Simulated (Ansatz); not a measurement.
InSb in the zinc blende structure (space group F-43m, No. 216)

Space group F-43m (No. 216); a = 6.5198 Å, b = 6.5198 Å, c = 6.5198 Å, α = 90.00°, β = 90.00°, γ = 90.00°

```csv
atom,site,symmetry,x,y,z
Sb,4c,-43m,0.2500,0.2500,0.2500
In,4a,-43m,0.0000,0.0000,0.0000
```
(The calculation used a cell of 2 atoms; values per cell refer to that cell.)

Computed with PBEsol (Ansatz, a program for electronic structure), scalar-relativistic without spin-orbit coupling, earlier PAW set. Settings: 12×12×12 k-points, 0.05 eV Fermi–Dirac smearing.

| Item | Value |
|---|---|
| Volume per atom | 34.64 Å³ |
| Density | 5.67 g/cm³ |
| Band gap | zero |
| Total energy | -5966.895 eV/atom (σ→0; compares only within this code and set-up) |

Spin-orbit coupling, missing from the scalar runs, can matter with Sb. No phonon test of stability was made. The final runs are not spin-polarised. The zero or small gap of InSb can change with the level of theory.
